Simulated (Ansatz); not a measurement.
Ansatz (a quantum-chemistry and plane-wave program) run on InPd (Pm-3m, 2 atoms in the cell): self-consistent single point.

Level of theory: PBEsol, default PAW files made with PBE (plane waves; Ansatz).

```
InPd
1.0
    3.22215     0.00000     0.00000
    0.00000     3.22215     0.00000
    0.00000     0.00000     3.22215
In Pd
1 1
Direct
  0.00000   0.00000   0.00000
  0.50000   0.50000   0.50000
```

Reference input (self-consistent single point, DFT, PBEsol, plane waves, default PAW files made with PBE): kpoints.mp_grid.grid = 13 13 13; hamiltonian.xc = pbesol; hamiltonian.pseudopotentials = {kind: paw} (the program's default PAW files); scf.occupations.method = cold; scf.occupations.width = 0.1 eV. This run's input differs from it in these lines:

Ansatz 0.2 input:
```diff
@@ -9,3 +9,3 @@
 kpoints:
-  mp_grid: { grid: [13, 13, 13] }
+  mp_grid: { grid: [11, 11, 11] }
 hamiltonian:
@@ -14,3 +14,3 @@
 scf:
-  occupations: { method: cold, width: 0.1 }
+  occupations: { method: cold, width: 0.03 }
 output:
```

The program printed (abridged):

```
SCF iter   1: F=—  HF=-12433.118955 eV  |F-HF|=—  |Δ(HF+E_count)|=         —  Δρ=8.07e-3  dr2=2.22e-2  ethr=1.77e-3  ⟨swp⟩=5.9  Hψ=5114  notcnv=0
all-band conjugate gradients solve this SCF's bands
preconditioner: auto → none
SCF iter   2: F=—  HF=-12433.115268 eV  |F-HF|=—  |Δ(HF+E_count)|=   3.69e-3  S|Δr|=    0.00e0  Δρ=3.85e-3  dr2=5.85e-3  ethr=7.17e-5  ⟨swp⟩=2.3  Hψ=1998  notcnv=0  defer=31
SCF iter   3: F=—  HF=-12433.113948 eV  |F-HF|=—  |Δ(HF+E_count)|=   1.32e-3  S|Δr|=    0.00e0  Δρ=4.27e-4  dr2=5.22e-5  ethr=1.89e-5  ⟨swp⟩=2.0  Hψ=1478  notcnv=0  defer=31
SCF iter   4: F=—  HF=-12433.113935 eV  |F-HF|=—  |Δ(HF+E_count)|=   1.24e-5  S|Δr|=    0.00e0  Δρ=1.43e-4  dr2=6.04e-6  ethr=1.68e-7  ⟨swp⟩=2.1  Hψ=1535  notcnv=0  defer=31
SCF iter   5: F=—  HF=-12433.113933 eV  |F-HF|=—  |Δ(HF+E_count)|=   2.06e-6  S|Δr|=    0.00e0  Δρ=2.48e-5  dr2=1.26e-7  ethr=1.95e-8  ⟨swp⟩=2.0  Hψ=1687  notcnv=0  defer=31
SCF iter   6: F=-12433.113933 eV  HF=-12433.113933 eV  |F-HF|=1.33e-9  |Δ(HF+E_count)|=   1.30e-8  S|Δr|=    0.00e0  Δρ=2.67e-6  dr2=1.72e-9  ethr=3.23e-10  ⟨swp⟩=6.3  Hψ=4488  notcnv=0
SCF 1 converged in 6 iterations: F = -12433.113933 eV  dr2 = 1.72e-9
Stability not checked (fill_not_monotonic)
Free energy (F): -12433.113933 eV
Internal energy: -12433.114009 eV  (E = F + TS)
E sigma→0 (E₀):  -12433.113959 eV
Entropy (-TS):   0.000076 eV (0.038 meV/atom)
Fermi energy:    17.566556 eV
--- Forces (eV/Å), atoms counted from 1 ---
  atom   1  In    -0.00000000    -0.00000000     0.00000000
  atom   2  Pd     0.00000000     0.00000000     0.00000000
--- Stress (GPa, compression-positive) ---
        3.339639       0.000000       0.000000
        0.000000       3.339639       0.000000
        0.000000       0.000000       3.339639
  P = ⅓ Tr σ = 3.3396 GPa (33.396 kbar)
  The stress holds the Pulay correction. Without it, at fixed plane waves, as pw.x and ABINIT print it: P = 3.2677 GPa
```

The run converged in 6 iterations. Against the reference run the free energy drops by 2.1 meV/atom and the pressure moves little (3.37 to 3.34 GPa).

The starting cell comes from a database of computed structures (which also holds hypothetical and non-ambient phases and stackings), without a prior relaxation at this level. Its lattice was rescaled by a random factor within 2.5 % of one. Spin polarisation is off. With a pressure of about 3 GPa the cell is away from its equilibrium volume at this level. Ansatz's pressure includes its estimate of the finite-basis (Pulay) stress.
